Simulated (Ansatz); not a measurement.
What pressure −1 GPa does to HgS

The parent structure is HgS in the zinc blende structure (space group F-43m, No. 216; a = 5.812 Å).

Now apply this change: a negative pressure, −1 GPa.

Computed with Kohn–Sham DFT with the LDA functional, run in Ansatz (an electronic-structure program) with PAW and 420 eV plane waves, spin-orbit coupling left out. k-mesh 10×10×10 (Γ-centred); smearing 0.05 eV (Fermi–Dirac).

```tsv
quantity	base	changed	shift
volume per atom	24.54 Å³	24.92 Å³	+0.38 Å³
density	7.87 g/cm³	7.75 g/cm³	-0.12 g/cm³
shortest interatomic distance	2.517 Å	2.530 Å	+0.013 Å
enthalpy H = E + PV relative to the base's energy	–	-0.15 eV/atom	–
band gap	zero	zero	–
```

A case with no gap was solved on a k-mesh chosen for an insulator, which is coarse for it. With Hg present, leaving out spin-orbit coupling can change the band edges. Load acts through the strain it causes; cell and atoms are relaxed under it. Stability against distortions was not tested. The final runs are not spin-polarised. The zero or small gap of HgS can change with the level of theory.
